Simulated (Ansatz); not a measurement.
Consider the following.

```yaml
crystal:
  lattice:
    - [2.81492, 0.00000, 0.00000]
    - [0.00000, 2.81492, 0.00000]
    - [1.40746, -1.40746, 2.12817]
  atoms:
    - { symbol: Au, position: [0.00000, 0.00000, 0.00000] }
```

No spin polarisation.

Computed with PBEsol, PAW, 420 eV (Ansatz, an electronic-structure program; scalar-relativistic without spin-orbit coupling). Settings: 28×28×28 k-points, 0.1 eV Fermi–Dirac smearing.

Q: What band gap does the calculation give?

A: Zero.

Q: What mean in-plane stress (compression positive) does the calculation give?

A: +2.8 GPa.

The cells carry an imposed strain or load. Whether these cells are dynamically stable was not tested. The cell was made from Au in the fcc (Cu type) structure (space group Fm-3m, No. 225) by this change: biaxial strain −2.50 %, plane normal [001], relaxed out of plane.
